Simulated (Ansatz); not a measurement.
Seebeck coefficient (μV/K, mean over directions) of p-type Mg₂Si (Fm-3m) against carrier density, HSE06, rigid bands (Ansatz, a quantum-chemistry and plane-wave program). Computed gap 0.56 eV; densities at which minority carriers matter at this gap, or further valleys turn the trend, are left out. Conductivity mass 0.37 mₑ (harmonic mean over directions), N_v = 6.3e19 cm⁻³ at 300 K.

| hole density | 300 K | 500 K |
|---|---|---|
| 1e18 cm⁻³ | 560 | 620 |
| 3e18 cm⁻³ | 465 | ? |
| 1e19 cm⁻³ | 362 | 422 |
| 3e19 cm⁻³ | 270 | 328 |
| 1e20 cm⁻³ | ? | 228 |
| 3e20 cm⁻³ | 98 | 144 |
| 1e21 cm⁻³ | 44 | 72 |

### Question
What belongs in the gaps?

### Answer

- 3e18 cm⁻³, 500 K: 526
- 1e20 cm⁻³, 300 K: 173

Rigid bands with a gap fixed in temperature, one relaxation time for all states, no polarons or phonon drag, and whether or not such doping can be reached. Spin-orbit coupling is left out; where it splits the top of the valence band, N_v and the p-type Seebeck coefficient come out somewhat high without it. Geometry: cell and atoms relaxed with PBEsol.
